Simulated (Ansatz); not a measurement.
# HfN: energy against volume

HfN (rock salt, Fm-3m, 11.585 Å³/atom and stress up to 0.01 GPa in the relaxed cell, cube axes along x, y and z) under hydrostatic pressure, with the cell free. r2SCAN in Ansatz, a plane-wave DFT program (PAW, default set), 500 eV, 18×18×18 Γ-centred mesh, Fermi-Dirac smearing 0.05 eV; ions are relaxed, or left where forces stay under 0.02 eV/Å, within the symmetry of each cell.

Here V stands for volume and E for E less E0.

| volume (Å³/atom) | E less E0 (meV/atom) | pressure (GPa) |
|---|---|---|
| 11.6690 | 0.54 | -2.00 |
| 11.6267 | 0.14 | -1.00 |
| 11.5852 | 0.00 | 0.00 |
| 11.5485 | 0.10 | 0.90 |
| 11.5006 | 0.54 | 2.10 |
| 11.4082 | 2.42 | 4.48 |
| 11.2430 | 9.32 | 9.00 |
| 11.0413 | 24.34 | 15.00 |
| 10.6053 | ? | ? |

Using the third-order Birch-Murnaghan form, a cubic in V^(-2/3), estimate the missing E at V = 10.6053 from the other rows, showing the fit.

With u = V^(-2/3) - 0.1968, the rows have u = -0.0024233, -0.0019521, -0.0014871, -0.0010735, -0.0005304, 0.0005279, 0.0024562, 0.0048755. Least squares gives E = 1.314 + 1777.6·u + 602677·u² + 290593·u³. Residuals (row less fit): -0.001, 0.002, -0.002, 0.000, -0.001, 0.000, 0.000, 0.000; standard error 0.002 (degrees of freedom: 4). Its minimum lies at u = -0.0014763, so V0 = (0.1953237)^(-3/2) = 11.58. There d²E/du² = 1203000 and d³E/du³ = 1744000, so B0 = (4/9) × 11.58^(-7/3) × 1203000 × 0.160218 = 282 GPa (the last factor turns the table's units into GPa), and B0' = 4 + (2/3) × 0.1953237 × (1744000)/1203000 = 4.2. B0' rests on the cubic coefficient alone and has a standard error of 0.1 from these residuals. At the withheld row, u = 0.0103658, so E = 1.314 + 1777.6 × 0.0103658 + 602677 × 0.0103658² + 290593 × 0.0103658³ = 84.821 meV/atom. The calculation gives 84.84 meV/atom, 0.019 meV/atom above the prediction (0.0 % of the range of E in the table). The row lies outside the fitted rows, so this is an extrapolation. The scatter of the fitted rows lies at the last printed digit.

In a metal these values are sensitive to mesh and smearing; energies are taken to zero smearing, stresses follow the free energy. Other structures, which can take over under pressure, weren't tried. The same form fitted to the pressure column gives B0' = 4.2; series where the two differ by over 0.4 aren't shown. Rows are the converged runs of the series near zero and its far end, less any whose ions stayed unrelaxed beside relaxed ones; series whose fitted rows scatter by over a few per cent of the range, as at a crossing or softening among them, aren't shown in this form.
